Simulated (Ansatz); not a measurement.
Ansatz (a quantum-chemistry and plane-wave program), DFT, PBE0, plane waves, its norm-conserving files: diamond-structure Si, atoms displaced (Si64), 64 atoms. Basis and mesh were picked for this test and aren't claimed converged.

- cell = 10.86, 10.86, 10.86 Å; 90, 90, 90°
- distance to the nearest atom = 2.25 to 2.37 Å
- task = single point
- k mesh = 1×1×1
- hamiltonian.xc = pbe0
- kind of files = nc
- table of files = ansatz
- scf.occupations.method = fixed
- output.forces = true
- memory maximum (--max-ram) = 200GiB
- accuracy = medium (default)
- basis.precision = auto (default)
- basis.xc_grid = 2 (default)
- scf.eigensolver.kind = auto (default)
- scf.mixing.algorithm = auto (default)
- scf.mixing.preconditioner = auto (default)
- scf.convergence.dr2_threshold = 1e-07 (default)
- scf.lower_state_search = light (default)
- k-points after symmetry = 1
- bands at the start = 192
- electrons = 256
- plane waves at Γ = 31463
- cutoff (eV) = 489.805
- FFT grid = 80×80×80
- symmetry operations = 1

It runs on a single node (Arm Neoverse V2, 96 cores on 1 socket, no SMT, 1 L3 cache group).

Each time is the median wall time of two to five repeats, run one at a time on the otherwise empty machine; start-up is included. Processes are pinned to neighbouring cores unless said otherwise. Build: release build for Arm (Neoverse V2), one process with threads. Other compilers and libraries give other times. Scratch files lie in a memory file system.

Started as
```bash
OMP_NUM_THREADS=88 ANSATZ_TIMINGS=1 ansatz run --backend cpu --threads 88 --max-ram 200GiB --events-out run.ndjson --runs-dir run.runs --progress --plain run.yaml
```
(88 threads, scf.eigensolver.gamma_real = not set) it takes 5.8 s and 22 SCF iterations (all cycles of the run, searches included).

Problem. Estimate the wall time with scf.eigensolver.gamma_real = false.

Solution. About 14 s (3 runs within 1 %): 2.3× as long. The largest move is in band solves (diag): 4.5 s to 11 s. The band solves carry the change: the iterations make 15375 against 14892 applications of H to a band, at 0.29 against 0.72 ms of diag time each (storage of orbitals gamma_real to complex). SCF iterations (all cycles of the run, searches included) go from 22 to 21; applications of H to a band go from 16688 to 16497. Change in the result: energy under 0.001 meV/atom, forces (largest component) 0.061 meV/Å.

Keys are those of Ansatz 0.2.
